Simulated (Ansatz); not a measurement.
## C (P6_3/mmc): band-edge transport data

Input:

```
C
1.0
    2.49760     0.00000     0.00000
   -1.24880     2.16298     0.00000
    0.00000     0.00000     4.32043
C
4
Direct
  0.33333   0.66667   0.99981
  0.66667   0.33333   0.49981
  0.33333   0.66667   0.37519
  0.66667   0.33333   0.87519
```

Level of theory: r2SCAN, rigid bands (plane waves, PAW, scalar-relativistic; Ansatz, a quantum-chemistry and plane-wave program). Condition of this run: uniaxial stress along c of -44 GPa (compression positive) (the target of the relaxation). Geometry: cell and atoms relaxed with PBEsol, then loaded as said.

* **band gap**: 3.74 eV
* **electron conductivity mass (300 K, dilute)**: 0.45 (x), 0.45 (y), 0.29 (z) mₑ
* **hole conductivity mass (300 K, dilute)**: 0.44 (x), 0.44 (y), 0.78 (z) mₑ
* **effective density of states N_c (300 K)**: 1.2e19 cm⁻³
* **effective density of states N_v (300 K)**: 2.0e19 cm⁻³
* **density-of-states mass, electrons**: 0.62 mₑ
* **density-of-states mass, holes**: 0.85 mₑ
* **Seebeck coefficient, n-type 1e19 cm⁻³, 300 K**: -238 μV/K
* **best n-type power factor at 300 K for τ = 10 fs (best axis; densities from 1e16 to 1e21 cm⁻³ tried, whether or not they can be reached)**: 7.0 μW/(cm·K²) at 3e19 cm⁻³
* **Seebeck coefficient, p-type 1e19 cm⁻³, 300 K**: 275 μV/K
* **best p-type power factor at 300 K for τ = 10 fs (best axis; densities from 1e16 to 1e21 cm⁻³ tried, whether or not they can be reached)**: 7.3 μW/(cm·K²) at 1e20 cm⁻³

Rigid bands; masses and Seebeck coefficients take one relaxation time τ for all states and one kind of carrier; polarons and phonon drag are left out. Spin-orbit coupling is left out. Geometry: cell and atoms relaxed with PBEsol.
